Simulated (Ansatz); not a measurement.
The reference is Ge₂Sb₂Te₅ (space group P-3m1, No. 164).

```xyz
9
Lattice="4.2936 0.0000 0.0000 -2.1468 3.7184 0.0000 0.0000 0.0000 17.6359" Properties=species:S:1:pos:R:3 pbc="T T T"
Te     0.0000     0.0000     0.0000
Ge     2.1468     1.2395     1.7325
Ge     0.0000     2.4789    15.9034
Te     0.0000     2.4789     3.4230
Te     2.1468     1.2395    14.2129
Sb     0.0000     0.0000     5.4572
Sb     0.0000     0.0000    12.1787
Te     2.1468     1.2395     7.1674
Te     0.0000     2.4789    10.4685
```

Calculations: plane-wave PAW DFT at the PBE level (Ansatz, an electronic-structure program, 420 eV), no spin-orbit coupling, earlier PAW set.

For the base:

The volume per atom is 31.28 Å³, the band gap is 0.53 eV and the smallest direct gap is 0.58 eV.

The change: a hydrostatic pressure of 0.9 GPa.

Question: What happens to the volume per atom?

Answer: The volume per atom shrinks by 1.14 Å³, from 31.28 Å³ to 30.14 Å³.

Question: What happens to the band gap?

Answer: The band gap decreases by 0.23 eV (0.53 eV → 0.30 eV).

Question: What does the calculation give for the smallest direct gap after the change?

Answer: The smallest direct gap drops by 0.25 eV to 0.33 eV.

Spin-orbit coupling, missing from the scalar runs, can matter with Sb and Te. Load acts through the strain it causes; cell and atoms are relaxed under it. Whether these cells are dynamically stable was not tested. The zero or small gap of Ge2Sb2Te5 under pressure 0.9 GPa can change with the level of theory.
